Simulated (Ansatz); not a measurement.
A (6,0) carbon nanotube, stretched and compressed along its axis from its relaxed period of 4.262 Å, atoms relaxed at each length.

Method: PBE (plane waves to 420 eV, PAW; Ansatz, a program for electronic structure). Mesh 1×1×18. No spin polarisation. Isolated but for its images some 11 Å away. An idealised model, rolled from the flat sheet. Only distortions within the start's symmetry and period were free. Buckling under compression is shut out by symmetry and the short period. Energies are free energies at a Fermi–Dirac width of 0.05 eV, from the unstrained cell.

```tsv
strain (%)	energy (meV a period)	axial force (nN)
-3.0	+599	-15.31
-1.5	+147	-7.44
0.0	0	0.00
+1.5	+141	+7.01
+3.0	+554	+13.57
+6.0	+2117	+25.28
```

The slope of the force at zero strain is 480 nN.
